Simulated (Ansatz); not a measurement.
## Effect of pressure 0.7 GPa on La2O3

The parent structure is La2O3 (space group P-3m1, No. 164; a = 3.9062 Å, c = 6.0399 Å).

Modification: cell and atoms relaxed at a pressure of 0.7 GPa.

Calculations: PBEsol, PAW, 420 eV (Ansatz, a quantum-chemistry and plane-wave program; spin-orbit coupling left out). Settings: 8×8×5 k-points, 0.05 eV Fermi–Dirac smearing.

The density goes up by 0.04 g/cm³ (6.78 g/cm³ → 6.82 g/cm³) and the lattice parameter a drops by 0.004 Å, from 3.906 Å to 3.902 Å. The c/a ratio drops by 0.004, from 1.546 to 1.542 and the shortest interatomic distance falls by 0.003 Å to 2.346 Å. The enthalpy H = E + PV relative to the base's energy amounts to +0.07 eV/atom and the band gap remains 3.77 eV. The gap character stays indirect, L → K and the electron mass remains 1.3 mₑ (at K).

Cost of the whole job for the changed cell (relaxation, final SCF and bands): about 27 core-seconds (a rough figure).

Load acts through the strain it causes; cell and atoms are relaxed under it. Effective masses come from finite differences of ±0.01 Å⁻¹. Stability against distortions was not tested. The base started in C2/m and relaxed to P-3m1 at this level.
